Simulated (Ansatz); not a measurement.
Consider BiB in the zinc blende structure (space group F-43m, No. 216; a = 5.456 Å; a hypothetical phase, not in the database extracts checked).

One thing is altered: an isotropic linear strain of −0.84 %; the atoms relax in the strained cell.

Levels (all Ansatz, an electronic-structure program, PAW): PBEsol (420 eV, without spin-orbit coupling); r2SCAN (500 eV, scalar-relativistic without spin-orbit coupling).

The geometry is relaxed with PBEsol.

- PBEsol band gap = 0.55 eV
- PBEsol smallest direct gap = 0.63 eV
- PBEsol pressure = 2.19 GPa

Problem. Predict the band gap, smallest direct gap and pressure from r2SCAN.

Solution. The band gap increases by 0.145 eV, from 0.55 eV to 0.70 eV; the smallest direct gap goes up by 0.10 eV (0.63 eV → 0.73 eV); the pressure increases by 1.74 GPa to 3.93 GPa.

Single points use the geometry relaxed with PBEsol. Their cutoffs differ, which shifts pressures a little. With Bi present, leaving out spin-orbit coupling can change the band edges. Whether these cells are dynamically stable was not tested.
